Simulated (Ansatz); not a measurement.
MoSi2, pressure series

Consider MoSi2 (space group I4/mmm, No. 139; a = 3.190 Å, c = 7.821 Å).

Cell and atoms are relaxed at each pressure.

Level of theory: PBEsol (Ansatz, a program for electronic structure, PAW, no spin-orbit coupling).

| pressure (GPa) | volume per atom (Å³/atom) |
|---|---|
| -2 | 13.390 |
| 0 | 13.266 |
| 0.3 | 13.248 |
| 0.7 | 13.224 |
| 1.5 | 13.177 |
| 3 | 13.090 |
| 5 | ? |
| 7.5 | 12.849 |
| 10 | 12.724 |

Question: Fit the third-order Birch–Murnaghan form P(V) = (3B₀/2)[(V₀/V)^(7/3) − (V₀/V)^(5/3)]·[1 + (3/4)(B₀′ − 4)((V₀/V)^(2/3) − 1)] (squares taken in P) to the rows shown and predict the withheld row.

Answer: Least squares on the printed values gives V₀ = 13.266 Å³/atom, B₀ = 219 GPa, B₀′ = 4.3; this predicts 12.980 Å³/atom, and the run gives 12.980 Å³/atom, in agreement.

Load acts through the strain it causes; cell and atoms are relaxed under it. No phonon test of stability was made. No other phases were tried under pressure. The final runs are not spin-polarised.
